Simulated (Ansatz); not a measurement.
The parent structure is PbTe in the rock salt structure (space group Fm-3m, No. 225; a = 6.5343 Å). Axes: x, y, z lie along the cube axes.

Computed with Kohn–Sham DFT with the r2SCAN functional, run in Ansatz (a first-principles code) with PAW and 500 eV plane waves, no SOC.

Modification: the cell is scaled by 1.0150 in all directions, atoms relaxed at fixed cell.

### Question
Predict the stress tensor and what it implies for the stiffness.

### Answer
Stress of the strained cell less that of the base (GPa, compression positive):
```
  -1.70    0.00    0.00
   0.00   -1.70    0.00
   0.00    0.00   -1.70
```

Then B = −ΔP/(ΔV/V₀) with ΔV/V₀ = 0.0457 gives secant stiffness values (nonlinear terms included at this strain): B ≈ 37 GPa.

As a check, the harmonic strain energy −½ V₀ Δσ:ε is 8.3 meV/atom; the computed energy rise is 8.8 meV/atom.

Stability against distortions was not tested.
